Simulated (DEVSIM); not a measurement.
Structure: Schottky contact on n-type GaP, at 400 K.

Layer 1 from the left is GaP, thickness (μm) 3.10, Nd (cm⁻³) 2.1e17, τn (s) 1.3e-7, τp (s) 1.3e-7. Layer 2 from the left is GaP, thickness (μm) 3.20, Nd (cm⁻³) 9.6e17, τn (s) 1.3e-7, τp (s) 1.3e-7.

Left contact: Schottky, work function 5.31 eV, emission velocity 2e6 cm/s. Right contact: ohmic. Voltage is applied to the left contact. Recombination: SRH at mid-gap, radiative. Mobility is constant in doping.

This is a model device: material constants are rounded textbook-type values typed into the input, and sizes, dopings and lifetimes were drawn at random. Values at 300 K; Nc and Nv go as T^1.5, mobilities as T to minus their exponent, the gap by Varshni's rule with the affinity fixed.

GaP: gap (eV) 2.26, affinity (eV) 3.8, permittivity 11.1, Nc (cm⁻³) 1.8e19, Nv (cm⁻³) 1.9e19, μn (cm²/Vs) 250, μp (cm²/Vs) 150, T exponent of μn 1.6, T exponent of μp 1.98, B (cm³/s) 1e-13, Varshni α (eV/K) 0.00058, Varshni β (K) 372.

Model (solved in DEVSIM): 1D drift-diffusion, Boltzmann statistics, complete ionisation; no tunnelling, impact ionisation, image-force lowering or self-heating. Metal contacts follow the ideal Schottky-Mott rule: no Fermi-level pinning, no interface dipoles.

Q: What does the simulation give for the dark forward voltage at 100 A/cm², the dark forward voltage at 1 A/cm², the potential step across the device at zero bias?

A: dark forward voltage at 100 A/cm² 1.130 V; dark forward voltage at 1 A/cm² 0.961 V; potential step across the device at zero bias 1.394 V.
